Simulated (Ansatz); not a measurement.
The parent structure is SrTiO3 in the cubic perovskite structure (space group Pm-3m, No. 221; a = 3.891 Å).

It is then changed as follows: a negative pressure, −2 GPa.

Levels (all Ansatz, a first-principles code, PAW): PBEsol (420 eV, without spin-orbit coupling); r2SCAN (500 eV, no spin-orbit coupling); HSE06 (420 eV, without spin-orbit coupling).

One geometry, relaxed with PBEsol, under each level:

```tsv
level	band gap	lowest conduction level above the VBM at special points	pressure
PBEsol	1.83 eV	Γ 1.83 eV; X 2.01 eV; M 3.81 eV; R 4.49 eV	-2.00 GPa
r2SCAN	2.26 eV	Γ 2.26 eV; X 2.42 eV; M 4.17 eV; R 4.86 eV	0.22 GPa
HSE06	3.34 eV	Γ 3.34 eV; X 3.52 eV; M 5.47 eV	–
```

Single points use the geometry relaxed with PBEsol. Their cutoffs differ, which shifts pressures a little. HSE06 gaps are upper bounds (no full band path). Load acts through the strain it causes; cell and atoms are relaxed under it. Whether these cells are dynamically stable was not tested. All final runs are without spin polarisation. Many cubic perovskites are stable only at high temperature; tilts and polar distortions were not tested.
